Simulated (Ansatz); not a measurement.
The starting structures come from a database of crystals and need not be the phases stable at ambient conditions.

 Where the default PAW files enter, the runs use the earlier of Ansatz's two default sets.

Here is the system:

```
CELL_PARAMETERS angstrom
      3.98748     0.00000     0.00000
      0.00000     5.63256     0.00000
      0.00000     0.00000     3.98748
ATOMIC_POSITIONS crystal
  Zn 0.00000 0.23694 0.50000
  Zn 0.50000 0.76306 0.00000
  Se 0.00000 0.50000 0.00000
  S  0.50000 0.00000 0.50000
```

Space group of this cell: P-4m2. The cell is strained (all lengths scaled by 1.02); by r2SCAN its mean pressure is -3.7 GPa.

Transport runs along the normal of the first two printed cell vectors, the (100) plane of the conventional cell.

No gap correction and no spin-orbit coupling; mid-gap values are interpolated between computed energies.

Problem. Predict the band gap and the smallest decay constant κ at mid-gap from Ansatz (an electronic-structure program) with r2SCAN.

Solution. Gap 1.92 eV on a 8×6×8 mesh; κ = 0.131 1/Å, at the zone centre.
